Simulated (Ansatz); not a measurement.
Consider GaCuSe2 in the chalcopyrite structure (space group I-42d, No. 122).

```
CELL_PARAMETERS angstrom
     -2.83588     2.83588     5.63132
      2.83588    -2.83588     5.63132
      2.83588     2.83588    -5.63132
ATOMIC_POSITIONS crystal
  Ga 0.50000 0.50000 0.00000
  Ga 0.25000 0.75000 0.50000
  Cu 0.00000 0.00000 0.00000
  Cu 0.75000 0.25000 0.50000
  Se 0.87500 0.88122 0.50622
  Se 0.11878 0.62500 0.99378
  Se 0.37500 0.36878 0.49378
  Se 0.63122 0.12500 0.00622
```

Cartesian axes are those of the cell as printed.

Calculations: Ansatz (a first-principles code) PBE, no spin-orbit coupling.

Before the change:

The pressure is 0.0 GPa and the shortest interatomic distance comes out as 2.430 Å.

The change: the cell is compressed by 3.00 % along z with no lateral relaxation, atoms relaxed at fixed cell.

### Question
How does this affect the energy relative to the base?

### Answer
The energy grows by 5.5 meV/atom.

### Question
Estimate the effect on the valence-band top at Γ.

### Answer
The valence-band top at Γ (three highest levels, from the VBM) amounts to 0.00, -0.17, -0.17 eV.

### Question
What does the calculation give for the pressure after the change?

### Answer
The pressure (mean of the normal stresses, compression positive) goes from zero to 1.9 GPa.

### Question
How does this affect the shortest interatomic distance?

### Answer
The shortest interatomic distance drops by 0.024 Å, from 2.430 Å to 2.406 Å.

The levels and masses belong to the bands next to the band gap. The cells carry an imposed strain or load. Whether these cells are dynamically stable was not tested. The final runs are not spin-polarised.
